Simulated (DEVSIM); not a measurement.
Structure: isotype n-n heterojunction GaP/Si, at 350 K.

Layer 1 from the left is GaP, thickness (μm) 0.210, Nd (cm⁻³) 6.2e16, τn (s) 6.5e-7, τp (s) 6.5e-7. Layer 2 from the left is Si, thickness (μm) 0.490, Nd (cm⁻³) 6.5e16, τn (s) 6.5e-7, τp (s) 6.5e-7.

Left contact: ohmic. Right contact: ohmic. Voltage is applied to the left contact. Recombination: SRH at mid-gap, Auger. Mobility is constant in doping.

The device is made up for the run: typed textbook-type constants, with dimensions and the other settings drawn at random. Values at 300 K; Nc and Nv go as T^1.5, mobilities as T to minus their exponent, the gap by Varshni's rule with the affinity fixed.

GaP: gap (eV) 2.26, affinity (eV) 3.8, permittivity 11.1, Nc (cm⁻³) 1.8e19, Nv (cm⁻³) 1.9e19, μn (cm²/Vs) 250, μp (cm²/Vs) 150, T exponent of μn 1.6, T exponent of μp 1.98, Cn (cm⁶/s) 1e-30, Cp (cm⁶/s) 1e-30, Varshni α (eV/K) 0.00058, Varshni β (K) 372. Si: gap (eV) 1.124, affinity (eV) 4.05, permittivity 11.7, Nc (cm⁻³) 2.86e19, Nv (cm⁻³) 3.1e19, μn (cm²/Vs) 1417, μp (cm²/Vs) 470, T exponent of μn 2.3, T exponent of μp 2.2, Cn (cm⁶/s) 2.8e-31, Cp (cm⁶/s) 9.9e-32, Varshni α (eV/K) 0.000473, Varshni β (K) 636.

DEVSIM, 1D drift-diffusion, Boltzmann statistics, complete ionisation; no tunnelling, impact ionisation, image-force lowering or self-heating. Band offsets follow the typed affinities; no thermionic-emission limit at abrupt steps, no polarisation charge.

What does the simulation give for the potential step across the device at zero bias?

potential step across the device at zero bias 0.263 V.
